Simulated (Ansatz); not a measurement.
The reference is BaBi3 in the Cu3Au type structure (space group Pm-3m, No. 221; a = 5.0614 Å; a cell from a computed database, its experimental status unchecked; relaxed with 0.1 eV smearing). Axes: x, y, z lie along the cube axes.

Calculations: PBEsol (Ansatz, a first-principles code), no SOC.

Perturbation: every lattice vector is shortened by 1.92 %, atoms relaxed at fixed cell.

Problem. Predict the stress tensor and what it implies for the stiffness.

Solution. Stress of the strained cell less that of the base (GPa, compression positive):
```
    3.0     0.0     0.0
    0.0     3.0     0.0
    0.0     0.0     3.0
```

Then B = −ΔP/(ΔV/V₀) with ΔV/V₀ = -0.0565 gives secant stiffness values (nonlinear terms included at this strain): B ≈ 53 GPa.

As a check, the harmonic strain energy −½ V₀ Δσ:ε is 18 meV/atom; the computed energy rise is 16 meV/atom.

No phonon test of stability was made.
